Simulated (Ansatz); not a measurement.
Amorphous Zr20O42Ge, 63 atoms at 5.24 g/cm³, one PBE-relaxed geometry, zone centre. Methods: PBE, scalar-relativistic without spin-orbit coupling (Ansatz, an electronic-structure program); r2SCAN, scalar-relativistic without spin-orbit coupling (Ansatz); HSE06, scalar-relativistic without spin-orbit coupling (Ansatz). Plane waves to 420 eV (r2SCAN 500 eV); exact exchange is cut at the cell's faces. At PBE the levels at the filled edge of the gap are localised (band-tail or defect states). All rungs ran without spin polarisation.

Preparation: random packing, a CHGNet melt and quench, and a DFT relaxation. O atoms were pushed apart under 1.9 Å during the dynamics, to hinder bonds among them. The hot cell started wider than the set density and was brought back towards it in steps. It is the lowest in DFT energy of 2 quenches. It is a model cell: composition and starting density were chosen by hand, and all elements were melted together. No dispersion term was used. Its density started from a set value of 5.24 and ended at 5.24 g/cm³. The quench (nominally 450 K/ps over its main leg) was far faster than any real one, so the model tends to hold more defects than a real film. Values belong to this one cell and scatter from quench to quench. The volume was held where the preparation left it and the shape relaxed, at a PBE pressure of 2.7 GPa. Stress components on the final sampling reach 3.2 GPa. Cycles of charging lowered its energy after that relaxation.

The relaxation ran on the zone centre alone. At PBE the level gap is 3.58 eV on a 2×2×2 Γ-centred mesh, and the spacing at the zone centre alone 3.77 eV.

Task: What zone-centre spacing does r2SCAN give, roughly?

Result: 4.25 eV (+0.48 eV against PBE).

Task: What zone-centre spacing does HSE06 give, roughly?

Result: 5.36 eV (+1.59 eV against PBE).

The highest filled and the lowest empty state spread over these numbers of atoms (participation numbers): PBE: 6.1 and 24.3; r2SCAN: 6.2 and 20.9; HSE06: 7.0 and 20.7.
